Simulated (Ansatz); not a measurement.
Base system: TlBr in the zinc blende structure (space group F-43m, No. 216; a = 7.311 Å; a hypothetical phase, not in the database extracts checked).

Calculations: PBEsol (Ansatz, a program for electronic structure, PAW, without spin-orbit coupling), earlier PAW set.

Before the change:

| Quantity | Result |
|---|---|
| Valley order | X along ⟨100⟩ 2.77 eV; a point along ⟨110⟩, about 0.5 Å⁻¹ from Γ 3.72 eV; a point along ⟨111⟩, about 0.4 Å⁻¹ from Γ 3.79 eV |

The change: an isotropic linear strain of +2.45 %; the atoms relax in the strained cell.

### Question
How does this affect the valley order?

### Answer
The valley order (the lowest conduction-band minima on the path, energy above the VBM, named in the base's zone) changes from X along ⟨100⟩ 2.77 eV; a point along ⟨110⟩, about 0.5 Å⁻¹ from Γ 3.72 eV; a point along ⟨111⟩, about 0.4 Å⁻¹ from Γ 3.79 eV to X along ⟨100⟩ 2.92 eV; a point along ⟨110⟩, about 0.4 Å⁻¹ from Γ 3.77 eV; a point along ⟨111⟩, about 0.4 Å⁻¹ from Γ 3.84 eV.

### Question
Estimate the effect on the mean gap deformation potential ΔEg/Δln V.

### Answer
The mean gap deformation potential ΔEg/Δln V is +2.1 eV.

With Tl present, leaving out spin-orbit coupling can change the band edges. Stability against distortions was not tested.
